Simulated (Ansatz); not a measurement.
Data:

End structure of the (111)B surface of zinc-blende GaAs, As-terminated, 2x2 with 2 H on 4 top atoms (bottom of the slab: 3 H on 4 bottom sites):

```
CELL_PARAMETERS angstrom
      8.12558     0.00000     0.00000
     -4.06279     7.03696     0.00000
      0.00000     0.00000    30.00000
ATOMIC_POSITIONS crystal
  Ga 0.32871 0.17122 0.31758
  Ga 0.84252 0.17122 0.31758
  Ga 0.32870 0.65741 0.31767
  Ga 0.83335 0.66670 0.33795
  As 0.16664 0.33328 0.34929
  As 0.66153 0.32306 0.34802
  As 0.17714 0.83865 0.34806
  As 0.66151 0.83865 0.34806
  Ga 0.16667 0.33333 0.43139
  Ga 0.66667 0.33333 0.43139
  Ga 0.16667 0.83333 0.43139
  Ga 0.66667 0.83333 0.43139
  As 0.00000 0.00000 0.45903
  As 0.50000 0.00000 0.45903
  As 0.00000 0.50000 0.45903
  As 0.50000 0.50000 0.45903
  Ga 0.99893 0.99786 0.54167
  Ga 0.49927 0.99855 0.54185
  Ga 0.99996 0.50073 0.54231
  Ga 0.50077 0.50072 0.54230
  As 0.33246 0.16517 0.56997
  As 0.83271 0.16518 0.56997
  As 0.33376 0.66752 0.57078
  As 0.83377 0.66754 0.57104
  Ga 0.32149 0.14281 0.65330
  Ga 0.82132 0.14282 0.65330
  Ga 0.34550 0.69100 0.65418
  Ga 0.84543 0.69086 0.65433
  As 0.16849 0.33697 0.67374
  As 0.66845 0.33691 0.67389
  As 0.16600 0.83171 0.69094
  As 0.66571 0.83171 0.69094
  H  0.33177 0.16761 0.26541
  H  0.83584 0.16762 0.26541
  H  0.33205 0.66411 0.26549
  H  0.16411 0.32822 0.72457
  H  0.66379 0.32757 0.72472
```

Set-up: 37 atoms, 13.9 Å thick at the start with caps and adatoms (thin: gaps and levels are the slab's own); mesh 3x3x1; 0.025 eV smearing; dipole correction on; single point; on the structure that PBE left under its start's symmetry; spin-polarised, ending with about 0.2 μB a cell, a value that depends on the mesh; orders that need a larger cell were not tried, no spin-orbit, no U. The slab shows no gap on its mesh. The program's check for a lower electronic state was not made. It is one candidate, not shown to be the stable structure of the face.

Task: Estimate the work function of the top face that r2SCAN, at the PBE geometry and the start's symmetry (Ansatz, a quantum-chemistry and plane-wave program) returns for this input.

Result: 5.62 eV
